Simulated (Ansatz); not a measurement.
# A computed series for PbTe: pressure series

Take PbTe in the rock salt structure (space group Fm-3m, No. 225; a = 6.534 Å) as the base.

Cell and atoms are relaxed at each pressure.

All numbers come from r2SCAN (Ansatz, a first-principles code; PAW; 500 eV plane waves; spin-orbit coupling left out).

| variant | band gap | hole mass | shortest interatomic distance |
|---|---|---|---|
| base | 1.09 eV | 0.57 mₑ along k, 0.088 mₑ across (at L) | 6.174 bohr |
| pressure −2 GPa | 1.19 eV | 0.64 mₑ along k, 0.11 mₑ across (at L) | 6.285 bohr |
| pressure −1 GPa | 1.14 eV | 0.60 mₑ along k, 0.096 mₑ across (at L) | 6.227 bohr |
| pressure 0.3 GPa | 1.07 eV | 0.56 mₑ along k, 0.085 mₑ across (at L) | 6.160 bohr |
| pressure 0.7 GPa | 1.06 eV | 0.54 mₑ along k, 0.083 mₑ across (at L) | 6.141 bohr |
| pressure 1.5 GPa | 1.02 eV | 0.52 mₑ along k, 0.077 mₑ across (at L) | 6.107 bohr |
| pressure 3 GPa | ___ | ___ | ___ |
| pressure 5 GPa | 0.86 eV | 0.44 mₑ along k, 0.059 mₑ across (at L) | 5.980 bohr |
| pressure 7.5 GPa | 0.75 eV | 0.39 mₑ along k, 0.049 mₑ across (at L) | 5.907 bohr |
| pressure 10 GPa | 0.65 eV | 0.34 mₑ along k, 0.041 mₑ across (at L) | 5.845 bohr |

### Question
What belongs in the blanks?

### Answer

- pressure 3 GPa, band gap: 0.95 eV
- pressure 3 GPa, hole mass: 0.48 mₑ along k, 0.069 mₑ across (at L)
- pressure 3 GPa, shortest interatomic distance: 6.048 bohr

Spin-orbit coupling, missing from the scalar runs, can matter with Pb and Te. Load acts through the strain it causes; cell and atoms are relaxed under it. Effective masses come from finite differences of ±0.01 Å⁻¹. Along k means along the line from Γ to the band edge. No phonon test of stability was made. No other phases were tried under pressure.
